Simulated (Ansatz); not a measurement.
Start from Ti3O5 (space group Cmcm, No. 63; a = 3.7500 Å, b = 9.7926 Å, c = 9.8219 Å).

Level of theory: PBEsol in Ansatz (plane waves to 420 eV, PAW, scalar-relativistic without spin-orbit coupling).

Base values:

The pressure is 0.0 GPa.

Perturbation: an isotropic linear strain of +3.89 %, atoms relaxed at fixed cell.

Q: Estimate the effect on the energy relative to the base and pressure.

A: The energy rises by 82 meV/atom; the pressure (mean of the normal stresses, compression positive) goes from zero to -17.2 GPa.

Stability against distortions was not tested. No Hubbard U is applied, and correlation can decide whether such a compound is a metal. The final runs are not spin-polarised.

Ansatz is a quantum-chemistry and plane-wave program.
